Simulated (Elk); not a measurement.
Band structure of TbHSe (P-6m2, 3 atoms in the cell).

```
CELL_PARAMETERS angstrom
      3.80634     0.00000     0.00000
     -1.90317     3.29638     0.00000
      0.00000     0.00000     3.87490
ATOMIC_POSITIONS crystal
  Tb 0.00000 0.00000 0.00000
  H  0.33333 0.66667 0.00000
  Se 0.66667 0.33333 0.50000
```
Moments meant for the start (each program seeds them in its own way; μB, in the order of the atoms Tb H Se): 6.0 0.0 0.0.

Method: PBEsol, all-electron FP-LAPW, Elk's shipped species files, default APW+lo basis (Elk).

Settings: xctype = 22; spinpol = true; rgkmax = 7; stype = 3; swidth = 0.00183747 Ha; ngridk = 5 5 5; reducebf = 0.8; nempty = 10 per atom; bfcmt = [[0.0, 0.0, -1.5], [0.0, 0.0, 0.0], [0.0, 0.0, 0.0]].

The starting cell comes from a database of computed structures (which also holds hypothetical and non-ambient phases and stackings), without a prior relaxation at this level. Its lattice was rescaled by a random factor within 2.5 % of one. Spin-orbit coupling is off. The starting moments vanished: the run ended non-magnetic, which need not be the lowest state. The f electrons are in the valence without U or exact exchange, which can misplace them near the Fermi level. Spin-orbit terms, which matter for f shells, are left out. Values depend on the basis (sphere radii, cutoffs, local orbitals), which need not be converged.

Levels in eV from the Fermi level, bands 15 to 22 of the first spin channel:
| point | 15 | 16 | 17 | 18 | 19 | 20 | 21 | 22 |
|---|---|---|---|---|---|---|---|---|
| Γ | -4.81 | -2.74 | -2.33 | -0.08 | -0.08 | 5.53 | 7.52 | 7.52 |
| M | -4.73 | -3.56 | -1.83 | -0.52 | 0.04 | 3.98 | 7.01 | 7.42 |
| K | -4.77 | -3.76 | -3.44 | 0.43 | 0.92 | 4.74 | 6.53 | 8.18 |
| A | -5.40 | -4.13 | -0.06 | -0.06 | 0.14 | 4.31 | 10.09 | 10.52 |
| L | -4.64 | -4.39 | -2.65 | -0.55 | 0.46 | 4.54 | 5.04 | 5.86 |
| H | -4.22 | -3.32 | -2.02 | -1.41 | -0.32 | 1.42 | 8.14 | 8.52 |

Bands cross the Fermi level along this path, so the cell is metallic at this level.

The net moment of the cell came out as 0.00 μB.
